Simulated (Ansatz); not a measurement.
## PBE against r2SCAN: HfO2, pressure −2 GPa

The reference is HfO₂ in the fluorite structure (space group Fm-3m, No. 225; a = 5.098 Å).

(Cell as relaxed with PBE.)

Levels (all Ansatz, a program for electronic structure, PAW, earlier PAW set): PBE (420 eV, without spin-orbit coupling); r2SCAN (500 eV, no SOC).

Each level relaxes its own structure.

| base | PBE | r2SCAN |
|---|---|---|
| volume per atom | 11.04 Å³ | 10.79 Å³ |
| lattice parameter a | 5.098 Å | 5.059 Å |
| band gap | 3.75 eV | 4.30 eV |

The change: a negative pressure, −2 GPa.

| quantity | PBE | r2SCAN |
|---|---|---|
| shortest interatomic distance | 2.214 Å | 2.196 Å |
| electron mass | 1.2 mₑ along k, 0.74 mₑ across (at X) | 1.2 mₑ along k, 0.76 mₑ across (at X) |

PBE's shortest interatomic distance lies 0.018 Å above r2SCAN's (0.8 %). Neither level is exact; r2SCAN is the comparison here, not a measurement.

With Hf present, leaving out spin-orbit coupling can change the band edges. Load acts through the strain it causes; cell and atoms are relaxed under it. Masses are band curvatures over ±0.01 Å⁻¹ around the edge. Along k means along the line from Γ to the band edge. Stability against distortions was not tested. This is not the structure that HfO2 has at room temperature and ambient pressure.
